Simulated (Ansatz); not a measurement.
Input and output of a self-consistent single point for SrBi3 (Pm-3m, 4 atoms in the cell) (Ansatz, a first-principles code)

Method of the run: PBEsol, default PAW files made with PBE (plane waves; Ansatz).

The input file:

Ansatz 0.2 input:
```yaml
crystal:
  lattice:
    - [5.049694, 0.000000, 0.000000]
    - [0.000000, 5.049694, 0.000000]
    - [0.000000, 0.000000, 5.049694]
  atoms:
    - { symbol: Sr, position_ang: [0.000000, 0.000000, 0.000000] }
    - { symbol: Bi, position_ang: [2.524847, 2.524847, 0.000000] }
    - { symbol: Bi, position_ang: [0.000000, 2.524847, 2.524847] }
    - { symbol: Bi, position_ang: [2.524847, 0.000000, 2.524847] }
kpoints:
  mp_grid: { grid: [5, 5, 5] }
hamiltonian:
  xc: pbesol
  pseudopotentials: { kind: paw }
scf:
  occupations: { method: gaussian, width: 0.0073 Ry }
output:
  forces: true
  eigenvalues: true
  stress: true
```

Output (repeated stretches shortened):

```
WARN basis.ecutwfc = 420 eV, the default
WARN ansatz: RAYON_NUM_THREADS=1 ignored (pool sized by the plan → 1); use --threads N
Pseudopotentials: kind: paw
Pseudopotential: Sr, paw, valence charge 10
Pseudopotential: Bi, paw, valence charge 15
Crystal: 4 atoms, lattice volume = 128.764 Å³
Basis set: ecut = 420 eV, 2517 PW (Γ), exchange–correlation on 72×72×72 points (8 copies of the dense FFT grid, shifted against one another)
Bands: 33, of which v1, the nominal top of the filled ones, is band 28 counted from 1 (27 counted from 0)
Symmetry: 48 space group operations
Space group: Pm-3m (ITA 221), of the structure as read, at distance tolerance 5.0e-5 Å
k-points: 10 of 125
PAW frozen core: Sr, regenerated for the run's functional, and the local potential with it
PAW frozen core: Bi, regenerated for the run's functional, and the local potential with it
Initial density: superposition of atomic densities (neutral atoms: chi_scale 0, normalization atom), corrected by the library's trained network
Initial wavefunctions: pseudopotential atomic-orbital guess
Eigensolver: davidson
Functional: x = pbesol(κ = 0.804, μ = 0.12345679012345678), c = pbesol(β = 0.046)
SCF iter   1: F=—  HF=-40220.190115 eV  |F-HF|=—  |Δ(HF+E_count)|=         —  Δρ=3.13e-3  dr2=3.27e-2  ethr=1.77e-3  ⟨swp⟩=7.9  Hψ=1594  notcnv=0
all-band conjugate gradients solve this SCF's bands
preconditioner: auto → Resta (q_TF=auto, 2.368 Å⁻¹)
SCF iter   2: F=—  HF=-40220.180474 eV  |F-HF|=—  |Δ(HF+E_count)|=   9.64e-3  Δρ=1.37e-3  dr2=5.24e-3  ethr=5.94e-5  ⟨swp⟩=2.2  Hψ=504  notcnv=0
SCF iter   3: F=—  HF=-40220.178952 eV  |F-HF|=—  |Δ(HF+E_count)|=   1.52e-3  Δρ=3.03e-4  dr2=1.24e-4  ethr=9.53e-6  ⟨swp⟩=2.8  Hψ=549  notcnv=0
SCF iter   4: F=—  HF=-40220.178924 eV  |F-HF|=—  |Δ(HF+E_count)|=   2.82e-5  Δρ=1.07e-4  dr2=1.57e-5  ethr=2.25e-7  ⟨swp⟩=2.4  Hψ=581  notcnv=0
SCF iter   5: F=—  HF=-40220.178893 eV  |F-HF|=—  |Δ(HF+E_count)|=   3.07e-5  Δρ=1.92e-5  dr2=5.22e-7  ethr=2.86e-8  ⟨swp⟩=3.0  Hψ=605  notcnv=0
SCF iter   6: F=-40220.178893 eV  HF=-40220.178893 eV  |F-HF|=1.49e-8  |Δ(HF+E_count)|=   9.96e-8  Δρ=4.82e-6  dr2=2.34e-8  ethr=1.82e-10  ⟨swp⟩=9.5  Hψ=1585  notcnv=0
SCF 1 converged in 6 iterations: F = -40220.178893 eV  dr2 = 2.34e-8
SCF converged after 6 iterations
Free energy (F): -40220.178893 eV
Harris-Foulkes:  -40220.178893 eV  (|F-HF|=1.49e-8)
Internal energy: -40220.162790 eV  (E = F + TS)
E sigma→0 (E₀):  -40220.170841 eV
Entropy (-TS):   -0.016103 eV (-4.026 meV/atom)
Fermi energy:    10.493618 eV
--- Per-component energies (eV) ---
  E_band       = -362.399106
  E_kinetic    = 1153.239081
  E_local      = -5017.073816  (includes V_loc(G=0)·N_el)
  E_nonlocal   = 1886.654422
  E_hartree    = 1556.096697
  E_xc         = -622.564218
  E_vxc        = -594.194837  (∫ρ·V_xc dr)
  E_paw        = -34172.980970  (= ΣΔE_a)
  E_vpaw       = -903.220845  (= ΣTr[D̂ρ^β])
  E_aug_tail   = -0.001383  (compensation charges beyond the density's cutoff)
  E_ewald      = -5003.936206
  E_core_change = 0.403604  (= ΣΔE_core)
  E_smearing   = -0.016103  (= −TS)
  E_closure    = -0.000000  (closes the sum)
  Σ components = -40220.178893   (vs F -40220.178893, Δ=0.00e0)
--- Forces (eV/Å), atoms counted from 1 ---
  atom   1  Sr    -0.00000000     0.00000000     0.00000000
   [... zero for the other atoms too ...]
  max |Σ_I F_I| component: 2.71e-28 eV/Å
--- Stress (GPa, compression-positive) ---
       -1.753706      -0.000000      -0.000000
       -0.000000      -1.753706       0.000000
        0.000000       0.000000      -1.753706
  P = ⅓ Tr σ = -1.7537 GPa (-17.537 kbar)
  The stress holds the Pulay correction. Without it, at fixed plane waves, as pw.x and ABINIT print it: P = -1.7746 GPa
--- Band table (eV; the first three rows and the last of 10) ---
  k-point 0: bands = ["-25.0242", "-12.1473", "-12.1473", "-12.1473", "-12.1408", "-12.0553", "-12.0553", "-12.0327", "-12.0327", "-12.0324", "-12.0324", "-12.0324", "-11.9586", "-11.9586", "-11.9586", "-11.9496", "-7.0939", "-7.0939", "-7.0939", [...]
  k-point 1: bands = ["-25.0240", "-12.1454", "-12.1320", "-12.1305", "-12.1305", "-12.0549", "-12.0464", "-12.0407", "-12.0343", "-12.0336", "-12.0336", "-12.0323", "-11.9766", "-11.9766", "-11.9585", "-11.9579", "-7.1110", "-7.0894", "-7.0894", [...]
  k-point 2: bands = ["-25.0236", "-12.1422", "-12.1124", "-12.0866", "-12.0866", "-12.0622", "-12.0513", "-12.0393", "-12.0393", "-12.0374", "-12.0333", "-12.0245", "-12.0188", "-12.0188", "-11.9773", "-11.9585", "-7.1382", "-7.0820", "-7.0820", [...]
  k-point 9: bands = ["-25.0227", "-12.1098", "-12.0991", "-12.0991", "-12.0835", "-12.0835", "-12.0770", "-12.0727", "-12.0460", "-12.0343", "-12.0343", "-12.0194", "-12.0194", "-11.9702", "-11.9702", "-11.9589", "-7.1149", "-7.1146", "-7.1146", [...]
```

The run converged in 6 iterations.

The starting cell comes from a database of computed structures (which also holds hypothetical and non-ambient phases and stackings), without a prior relaxation at this level. Its lattice was rescaled by a random factor within 2.5 % of one. Spin-orbit coupling is off. Ansatz's pressure includes its estimate of the finite-basis (Pulay) stress.
